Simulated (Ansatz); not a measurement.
The reference is AlRu in the CsCl type structure (space group Pm-3m, No. 221; a = 2.9832 Å; relaxed with 0.1 eV smearing). Axes: x, y, z lie along the cube axes.

All numbers come from DFT with r2SCAN, PAW potentials and a 500 eV plane-wave cutoff in Ansatz (an electronic-structure program), no spin-orbit coupling.

Base values:

* **Shortest interatomic distance**: 2.583 Å
* **Pressure**: 0.0 GPa

The change: uniaxial strain ε_zz = +1.50 %, all other strain components held at zero, atoms relaxed at fixed cell.

Task: What does the calculation give for the shortest interatomic distance, energy relative to the base and pressure after the change?

Result: The shortest interatomic distance increases by 0.013 Å to 2.596 Å; the energy goes up by 3.1 meV/atom; the pressure (mean of the normal stresses, compression positive) goes from zero to -3.1 GPa.

Whether these cells are dynamically stable was not tested. All final runs are without spin polarisation.
